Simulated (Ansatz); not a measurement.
S on the O site (S_O) in beta Ga2O3 (start: the O(2) site; 120-site cell, 2×2×2 shifted sampling). These are PBE, PAW (plane waves to 420 eV; Ansatz, a program for electronic structure) values and carry that method's errors. Total energies of the localised charge states, counted from that of charge +1, and their image corrections (point charge with alignment); the host's valence-band maximum lies at 7.561 eV on the cells' energy zero and its gap is 2.01 eV.

```tsv
charge	moment (μB)	E − E(first) (eV)	correction (eV)
+1	1.0	0.000	0.231
0	not spin-polarised	7.969	0.000
```

**Question.** Derive the transition levels above the valence-band maximum and say which of them are thermodynamic.

**Answer.** A level is the Fermi energy at which two charges have equal formation energy: ε(q/q′) = [E(q′) + corr(q′) − E(q) − corr(q)] / (q − q′) − E_VBM.
ε(+1/0) = [(7.969 + 0.000) − (0.000 + 0.231)] / 1 − 7.561 = 0.18 eV
Thermodynamic levels at least 0.1 eV inside the gap: (+1/0) at 0.18 eV. They hold to tenths of an eV in this cell. Charges with a result: +1, 0, −1. Others weren't obtained, and one of them could lie lower, also by skipping a charge. At charge −1 the carrier sat in host band states, shallow at most. Flagged in the runs: a host whose relaxation on this sampling wasn't shown to rest.
